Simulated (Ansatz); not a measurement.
Base system: Mg$_{2}$OsH$_{6}$ (space group Fm-3m, No. 225; a = 6.646 Å; a cell from a computed database, its experimental status unchecked). Axes: x, y, z lie along the cube axes.

All numbers come from r2SCAN, PAW, 500 eV (Ansatz, a first-principles code; spin-orbit coupling left out), earlier PAW set.

Now apply this change: an isotropic linear strain of +2.90 %, atoms relaxed at fixed cell.

Question: Predict the stress tensor and what it implies for the stiffness.

Answer: Stress of the strained cell less that of the base (GPa, compression positive):
```
  -6.05    0.00    0.00
   0.00   -6.05    0.00
   0.00    0.00   -6.05
```

Then B = −ΔP/(ΔV/V₀) with ΔV/V₀ = 0.0895 gives secant stiffness values (nonlinear terms included at this strain): B ≈ 68 GPa.

As a check, the harmonic strain energy −½ V₀ Δσ:ε is 13 meV/atom; the computed energy rise is 15 meV/atom.

Whether these cells are dynamically stable was not tested.
